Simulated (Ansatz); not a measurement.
```yaml
crystal:
  lattice:
    - [0.00000, 2.24894, 2.24894]
    - [2.24894, 0.00000, 2.24894]
    - [2.24894, 2.24894, 0.00000]
  atoms:
    - { symbol: Ga, position: [0.00000, 0.00000, 0.00000] }
    - { symbol: N, position: [0.75000, 0.75000, 0.75000] }
```

Another polymorph of this substance is known too; which is more stable was not tested here. 

Q: List the harmonic phonon frequencies (cm⁻¹; finite displacements on a 8×8×8 mesh, Ansatz, a first-principles code, r2SCAN functional, plane-wave PAW, k mesh 8×8×8) at q = (0.000, 0.250, 0.375), (0.250, -0.500, -0.250), (0.000, -0.500, -0.500), in fractions of this cell's reciprocal vectors. At Γ leave out the LO-TO shift.

A: 
- (0.000, 0.250, 0.375): 169, 182, 282, 592, 602, 704
- (0.250, -0.500, -0.250): 211, 246, 301, 621, 636, 678
- (0.000, -0.500, -0.500): 195, 195, 347, 610, 610, 688

The PAW data sets were generated under PBE and serve the other functionals too.
